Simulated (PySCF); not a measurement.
PySCF 2.14.0, CCSD(T) (frozen core)/cc-pvdz: cluster of 5 water molecules, 15 atoms. The geometry is a generated start, not checked to be a minimum at this level.

```json
{
  "task": "ccsd(t)",
  "method": "hf",
  "basis": "cc-pvdz",
  "two_electron_scheme": "exact four-centre integrals",
  "frozen_core": "true",
  "mf.init_guess": "minao (default)",
  "mf.DIIS": "CDIIS (default)",
  "mf.diis_space": "8 (default)",
  "mf.conv_tol": "1e-09 (default)",
  "basis_functions": "120"
}
```

It runs on a single node (Arm Neoverse V2, 96 cores on 1 socket, no SMT, 1 L3 cache group).

Wall times, medians of two to five repeats, each run alone on the node (launch to exit). Unless noted, each process is bound to its own block of adjacent cores. The times hold for this build (PyPI wheel: OpenMP (GNU), a bundled serial OpenBLAS 0.3.3 under its C layer, NumPy's threaded OpenBLAS held to generic ARMv8 kernels, libcint, Libxc). Scratch files lie in a memory file system.

All on 32 threads, 1 BLAS thread. The candidates, on 32 cores each, agree within 1.0 meV/atom in energy:
A. mol.max_memory = 700 MB
B. mol.max_memory = 400 MB
C. mol.max_memory = 1500 MB
D. mol.max_memory = 4000 MB
E. mol.max_memory = 32000 MB

Q: Which of these settings finishes first?

A: E and D, at 16 s, level within 8 % or the scatter of repeats. At the other end B takes 3.1× as long.

| candidate | wall time | repeats | Fock builds (products with the orbital Hessian counted alike) |
|---|---|---|---|
| E | 16 s | 2 runs within 1 % | 11 |
| D | 16 s | 2 runs within 1 % | 11 |
| C | 18 s | 2 runs within 1 % | 11 |
| A | 48 s | 2 runs within 1 % | 11 |
| B | 49 s | 2 runs within 1 % | 11 |

From the slowest to the fastest: The largest move is in (T): 23 s to 6.3 s.
